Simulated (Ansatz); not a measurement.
The reference is CsBr in the zinc blende structure (space group F-43m, No. 216; a = 8.1930 Å; a hypothetical phase, not in the database extracts checked). Axes: x, y, z lie along the cube axes.

(Cell as relaxed with PBE.)

Levels (all Ansatz, a first-principles code, PAW): PBE (420 eV, no SOC); PBEsol (420 eV, without spin-orbit coupling).

Each level relaxes its own structure.

| base | PBE | PBEsol |
|---|---|---|
| volume per atom | 68.74 Å³ | 64.41 Å³ |
| lattice parameter a | 8.193 Å | 8.017 Å |
| band gap | 3.97 eV | 4.10 eV |

Now apply this change: the cell is stretched by 2.47 % along y with no lateral relaxation; the atoms relax in the strained cell.

| quantity | PBE | PBEsol |
|---|---|---|
| stress (xx, yy, zz, yz, xz, xy; compression positive) | (-0.15, -0.18, -0.15, 0.00, 0.00, 0.00) GPa | ___ |
| shift of the gap caused by the change | -0.03 eV | ___ |
| smallest direct gap | 4.10 eV | ___ |
| energy relative to the base (free energy F) | +0.9 meV/atom | ___ |

Problem. Given the PBE results, estimate those of PBEsol.

Solution. 
- stress (xx, yy, zz, yz, xz, xy; compression positive), PBEsol: (-0.18, -0.20, -0.18, 0.00, 0.00, 0.00) GPa
- shift of the gap caused by the change, PBEsol: -0.03 eV
- smallest direct gap, PBEsol: 4.30 eV
- energy relative to the base (free energy F), PBEsol: +1.0 meV/atom

PBE's smallest direct gap lies 0.20 eV below PBEsol's; the two agree on the shift of the gap caused by the change. Neither level is exact; PBEsol is the comparison here, not a measurement.

Whether these cells are dynamically stable was not tested.
